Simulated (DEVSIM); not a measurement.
Device: Schottky contact on n-type GaN, at 300 K.

Layer 1 from the left is GaN, thickness (μm) 0.490, Nd (cm⁻³) 5e16, τn (s) 1.4e-8, τp (s) 1.4e-8.

Left contact: Schottky, work function 4.93 eV, emission velocity 2.7e6 cm/s. Right contact: ohmic. Voltage is applied to the left contact. Recombination: SRH at mid-gap, radiative. Mobility is μmin + (μ − μmin)/(1 + (N/Nref)^α).

Constants are typed, rounded textbook-type inputs, not results; the design itself was drawn at random and stands for no fabricated device. Values at 300 K.

GaN: gap (eV) 3.43, affinity (eV) 4.1, permittivity 9.5, Nc (cm⁻³) 2.3e18, Nv (cm⁻³) 4.6e19, μn (cm²/Vs) 1200, μp (cm²/Vs) 100, μn,min 55, μp,min 3, Nref,n 2e17, Nref,p 3e17, αn 1, αp 2, B (cm³/s) 1e-11.

DEVSIM, 1D drift-diffusion, Boltzmann statistics, complete ionisation; no tunnelling, impact ionisation, image-force lowering or self-heating. Metal contacts follow the ideal Schottky-Mott rule: no Fermi-level pinning, no interface dipoles.

Dark forward current:

| |V| (V) | |J| (A/cm²) |
|---|---|
| 0.05 | 6.541e-8 |
| 0.10 | 5.174e-7 |
| 0.15 | 3.640e-6 |
| 0.20 | 2.521e-5 |
| 0.25 | 0.0001742 |
| 0.30 | 0.001203 |
| 0.35 | 0.008301 |
| 0.40 | 0.05725 |
| 0.45 | 0.3945 |
| 0.50 | 2.713 |
| 0.55 | 18.54 |
| 0.60 | 123.3 |
| 0.65 | 723.0 |
| 0.70 | 2902 |

**Question.** Work out the local ideality factor n = ΔV / (kT/q · ln(J2/J1)) between the rows 0.15 and 0.20 V, 0.65 and 0.70 V.

**Answer.** kT/q = 25.85 mV. From 0.15 to 0.20 V: ln(2.521e-5/3.640e-6) = 1.935, n = 1.00, near the 1 of diffusion or emission over a barrier. From 0.65 to 0.70 V: ln(2902/723.0) = 1.390, n = 1.39; the layers' resistance at their doping, Σ W/(qμN) = 6.3e-6 Ω cm², would take 14 mV of this step of 50 mV.

**Question.** Estimate the current at 0.35 V for emission alone, J0 = q v N_band exp(−φB/kT), and read the barrier back from the simulated current.

**Answer.** φB = 0.830 eV, N_band = 2.30e18 cm⁻³, J0 = 1.13e-8 A/cm²; J = J0 (exp(qV/kT) − 1) = 0.00858 A/cm². The simulation gives 0.00830 A/cm²; the estimate lies 3.4 % above. Read backwards, the simulated current gives an apparent barrier of 0.831 eV. The estimate leaves out transport through the depletion region and minority injection.
